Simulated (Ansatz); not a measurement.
Abridged Ansatz (a first-principles code) output:

```
Relaxation: its limit of steps is 50 (relax.max_steps)
Pseudopotential: Hf, paw, valence charge 26
Crystal: 2 atoms, lattice volume = 46.336 Å³
Basis set: ecut = 420 eV, 917 PW (Γ), exchange–correlation on 48×48×72 points (8 copies of the dense FFT grid, shifted against one another)
Bands: 32, of which v1, the nominal top of the filled ones, is band 26 counted from 1 (25 counted from 0)
Symmetry: 24 space group operations
k-points: 336 of 5292
Functional: x = pbesol(κ = 0.804, μ = 0.12345679012345678), c = pbesol(β = 0.046)
SCF iter   1: F=—  HF=-31195.956088 eV  |F-HF|=—  |Δ(HF+E_count)|=         —  Δρ=3.02e-3  dr2=2.15e-3  ethr=1.77e-3  ⟨swp⟩=4.3  Hψ=35052  notcnv=0
SCF iter   2: F=—  HF=-31195.956352 eV  |F-HF|=—  |Δ(HF+E_count)|=   2.64e-4  Δρ=1.75e-3  dr2=6.97e-4  ethr=4.14e-6  ⟨swp⟩=2.3  Hψ=21739  notcnv=0
SCF 1 converged in 6 iterations: F = -31195.956430 eV  dr2 = 7.60e-8
relax step   1: F+E_penalty+E_count = -31195.95642996 eV  Δ(F+E_penalty+E_count) = +0.000e0 eV  max|allowed force component| = 3.701e-17 eV/Å  Δτ_max = 0.0000 Å  P = -6.567 GPa  Ω = 46.336 Å³  fix = [a, b, gamma]  reactions: a -9.053, b -9.053 GPa  (6 SCF iters, dr2 threshold 1.00e-7 eV, accepted)
[... steps on the carried basis left out ...]
relax step   4: F+E_penalty+E_count = -31195.95853220 eV  Δ(F+E_penalty+E_count) = -1.286e-6 eV  max|allowed force component| = 2.405e-16 eV/Å  Δτ_max = 0.0000 Å  P = -5.695 GPa  Ω = 45.935 Å³  energy of the carried Pulay correction = +9.893e-5 eV  fix = [a, b, gamma]  reactions: a -8.543, b -8.543 GPa  (4 SCF iters, dr2 threshold 7.42e-10 eV, accepted)
Crystal: 2 atoms, lattice volume = 45.935 Å³
SCF iter   1: F=—  HF=-31195.958442 eV  |F-HF|=—  |Δ(HF+E_count)|=         —  Δρ=1.08e-5  dr2=7.17e-9  ethr=3.80e-9  ⟨swp⟩=4.0  Hψ=72382  notcnv=0
SCF iter   2: F=—  HF=-31195.958435 eV  |F-HF|=—  |Δ(HF+E_count)|=   7.05e-6  Δρ=7.90e-6  dr2=1.31e-8  ethr=1.38e-11  ⟨swp⟩=3.1  Hψ=25658  notcnv=0
SCF 5 converged in 6 iterations: F = -31195.958435 eV  dr2 = 2.05e-13
SCF converged after 6 iterations
Free energy (F): -31195.958435 eV
Internal energy: -31195.904773 eV  (E = F + TS)
E sigma→0 (E₀):  -31195.931604 eV
Entropy (-TS):   -0.053662 eV (-26.831 meV/atom)
Fermi energy:    19.177721 eV
--- Forces (eV/Å), atoms counted from 1 ---
  atom   1  Hf    -0.00000000    -0.00000000    -0.00000000
  atom   2  Hf     0.00000000     0.00000000     0.00000000
--- Stress (GPa, compression-positive) ---
       -8.542443       0.000000       0.000000
        0.000000      -8.542443       0.000000
        0.000000       0.000000      -0.000872
  P = ⅓ Tr σ = -5.6953 GPa (-56.953 kbar)
--- Relaxed structure (4 steps of the walk, 4 accepted, 1 SCFs on fresh bases) ---
  cell:  # Å, volume = 45.9354 Å³
    - [3.3096900047952422, -2.0367166413170982e-97, 5.291022685805967e-19]
    - [1.6548450023976211, 2.8662756228041206, 2.645511342902985e-19]
    - [7.808411429460069e-19, 2.346242351314845e-34, 4.842191409835114]
  atoms:
    - { symbol: Hf, position: [0.33333333333333337, 0.3333333333333333, 0.75] }
    - { symbol: Hf, position: [0.6666666666666667, 0.6666666666666666, 0.25] }
```

What was computed, and what are the main results?

Hf, 2 atoms in the cell, with Ansatz, PBEsol, PAW, cutoff 420 eV, no spin-orbit coupling. The last SCF converged to F = -31195.958435 eV, or -15597.9792 eV per atom, at a pressure of -5.70 GPa. The total energy compares only with runs of the same code, potentials and settings.

The cells carry an imposed strain or load. Whether these cells are dynamically stable was not tested. All final runs are without spin polarisation. The cell was made from Hf in the hcp (Mg type) structure (space group P6_3/mmc, No. 194) by this change: biaxial strain +4.80 %, plane normal [001], relaxed out of plane.

Keys are those of Ansatz 0.2.
